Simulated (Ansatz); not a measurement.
## A computed series for Sr3AsN: response to strain

The reference is Sr₃AsN in the anti-perovskite structure (space group Pm-3m, No. 221; a = 5.0413 Å; a cell from a computed database, its experimental status unchecked). Axes: x, y, z lie along the cube axes.

Strains are applied to the cell and any free atomic positions relax.

Calculations: PBEsol (Ansatz, a quantum-chemistry and plane-wave program, PAW, no spin-orbit coupling).

Notes on the quantities. energy relative to the base: free energy F.

| case | band gap | energy relative to the base | volume per atom |
|---|---|---|---|
| base | 0.38 eV | 0 meV/atom | 25.62 Å³ |
| uniaxial strain ε_xx = +0.75 % | 0.35 eV | +0.5 meV/atom | 25.82 Å³ |
| uniaxial strain ε_yy = +0.80 % | 0.35 eV | +0.6 meV/atom | 25.83 Å³ |
| uniaxial strain ε_zz = −5.79 % | zero | +39 meV/atom | 24.14 Å³ |
| tensor shear ε_xy = +0.73 % | 0.37 eV | +0.6 meV/atom | 25.62 Å³ |

A case with no gap was solved on a k-mesh chosen for an insulator, which is coarse for it. Whether these cells are dynamically stable was not tested. All final runs are without spin polarisation. A zero or small gap of Sr3AsN under uniaxial strain ε_zz = −5.79 % can be the functional's error rather than a property of the material.
